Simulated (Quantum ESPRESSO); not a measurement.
# Equation of state of antifluorite Mg2Sn (space group 225): energy against volume (Quantum ESPRESSO, PBEsol)

```
Mg2Sn
1.0
    0.00000     3.28186     3.28186
    3.28186     0.00000     3.28186
    3.28186     3.28186     0.00000
Mg Sn
2 1
Direct
  0.25000   0.25000   0.25000
  0.75000   0.75000   0.75000
  0.00000   0.00000   0.00000
```

Method: PBEsol, GBRV 1.5 ultrasoft (PBESOL) pseudopotentials (plane waves; Quantum ESPRESSO 7.5). Settings: ecutwfc = 52 Ry; ecutrho = 260 Ry; occupations = smearing; smearing = fermi-dirac; degauss = 0.000734986 Ry; potentials = {Mg: mg_pbesol_v1.4.uspp.F.UPF, Sn: sn_pbesol_v1.4.uspp.F.UPF}; K_POINTS = automatic 9 9 9 0 0 0; conv_thr = 1e-10 Ry; mixing_beta = 0.7. The cell above is the first row's. The rows scale it uniformly. In all rows fractional positions and the k mesh are held. E is the free energy at the stated smearing, counted from the lowest row.

| V (Å^3/atom) | E (meV/atom) |
|---|---|
| 23.565 | ? |
| 24.077 | 12.87 |
| 24.590 | 5.26 |
| 25.102 | 1.07 |
| 25.614 | 0.00 |
| 26.127 | 1.65 |
| 26.639 | 5.77 |
| 27.151 | 12.17 |
| 27.663 | 20.62 |

### Question
Fit E against V with the third-order Birch-Murnaghan form, a cubic in V^(-2/3), and predict the withheld value at V = 23.565.

### Answer
With u = V^(-2/3) - 0.114, the rows have u = 0.005931, 0.004257, 0.002644, 0.001084, -0.000427, -0.001887, -0.003301, -0.004671. Least squares gives E = 0.894 - 1483.4·u + 587984·u² + 407549·u³. Residuals (row less fit): 0.006, -0.006, -0.020, 0.023, 0.015, -0.014, -0.013, 0.010; standard error 0.020 (degrees of freedom: 4). Its minimum lies at u = 0.001260, so V0 = (0.115260)^(-3/2) = 25.56. There d²E/du² = 1179000 and d³E/du³ = 2445000, so B0 = (4/9) × 25.56^(-7/3) × 1179000 × 0.160218 = 43.6 GPa (the last factor turns the table's units into GPa), and B0' = 4 + (2/3) × 0.115260 × (2445000)/1179000 = 4.2. The program's pressures in the fitted runs (not shown) pass through zero at V = 25.15, 1.59 % from this V0. At the withheld row, u = 0.007662, so E = 0.894 - 1483.4 × 0.007662 + 587984 × 0.007662² + 407549 × 0.007662³ = 24.230 meV/atom. The calculation gives 24.22 meV/atom, 0.010 meV/atom below the prediction (under 0.05 % of the range of E in the table). The row lies outside the fitted rows, so this is an extrapolation. From the scatter of the fitted rows alone, a prediction at this place has a standard error of 0.061 meV/atom, so the miss is 0.2 times that.

Carrying the step between the two nearest rows on in a straight line would have given 20.47, off by 3.75; series whose last step already gives the withheld value aren't shown. The scan was laid around a cell of about the measured size, scaled by a guess for this functional. The runs keep the symmetry of the cell, so they don't test it for distortions. Cutoffs and mesh are single choices, not tested for convergence of this quantity. Series with a scatter that would blur these digits, or in which a gap closes, are not shown. Nor are scans whose minimum lies at an end fitted in this form.
